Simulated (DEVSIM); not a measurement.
Device: Ni/Si3N4/n-GaSb capacitor, at 300 K.

```
layer (left to right)  material  thickness (nm)  Nd (cm⁻³)
---------------------  --------  --------------  ---------
1                         Si3N4            16.0          -
2                          GaSb            4000     2.3e16
```

Metal gate on the left, work function 5.1 eV. Fixed charge at the semiconductor interface 0 cm⁻² (in units of +e); interface traps 1.6e11 cm⁻² eV⁻¹, uniform in energy, neutral level at 0.7 of the gap above the valence band.

This is a model device: material constants are rounded textbook-type values typed into the input, and sizes, dopings and lifetimes were drawn at random. Values at 300 K; Nc and Nv go as T^1.5, mobilities as T to minus their exponent, the gap by Varshni's rule with the affinity fixed.

| parameter | Si3N4 | GaSb |
|---|---|---|
| gap (eV) | 5.1 | 0.726 |
| affinity (eV) | 2.1 | 4.06 |
| permittivity | 7.5 | 15.7 |
| Nc (cm⁻³) | - | 2.1e17 |
| Nv (cm⁻³) | - | 1.8e19 |
| Varshni α (eV/K) | - | 0.00042 |
| Varshni β (K) | - | 140 |

Model (solved in DEVSIM): 1D Poisson equation in equilibrium, Boltzmann statistics, complete ionisation; no quantum confinement or tunnelling. Metal contacts follow the ideal Schottky-Mott rule: no Fermi-level pinning, no interface dipoles.

Base results: threshold voltage (band bending 2φF) (V) 0.29; flat-band voltage (V) 0.99; capacitance of the dielectric stack (μF/cm²) 0.415; minimum of the low-frequency capacitance (μF/cm²) 0.0870.

Problem. What follows from this one change: Si3N4 thickness 0.016 → 0.019 μm?

Solution. threshold voltage (band bending 2φF) 0.29 → 0.26 V; flat-band voltage little changed (0.99 V); capacitance of the dielectric stack 0.415 → 0.350 μF/cm²; minimum of the low-frequency capacitance 0.0870 → 0.0841 μF/cm².

Problem. What follows from this one change: gate work function 5.1 → 4.8 eV?

Solution. threshold voltage (band bending 2φF) 0.29 → -0.01 V; flat-band voltage 0.99 → 0.69 V; capacitance of the dielectric stack little changed (0.415 μF/cm²); minimum of the low-frequency capacitance little changed (0.0870 μF/cm²).

Problem. What follows from this one change: temperature 300 → 350 K?

Solution. threshold voltage (band bending 2φF) 0.29 → 0.36 V; flat-band voltage 0.99 → 0.97 V; capacitance of the dielectric stack little changed (0.415 μF/cm²); minimum of the low-frequency capacitance 0.0870 → 0.0944 μF/cm².

Problem. What follows from this one change: substrate doping 2.3e+16 → 2.3e+15 cm^-3?

Solution. threshold voltage (band bending 2φF) 0.29 → 0.48 V; flat-band voltage 0.99 → 0.93 V; capacitance of the dielectric stack little changed (0.415 μF/cm²); minimum of the low-frequency capacitance 0.0870 → 0.0512 μF/cm².

Problem. What follows from this one change: fixed charge 0 → -7.5e+11 cm^-2?

Solution. threshold voltage (band bending 2φF) 0.29 → 0.58 V; flat-band voltage 0.99 → 1.28 V; capacitance of the dielectric stack little changed (0.415 μF/cm²); minimum of the low-frequency capacitance little changed (0.0870 μF/cm²).
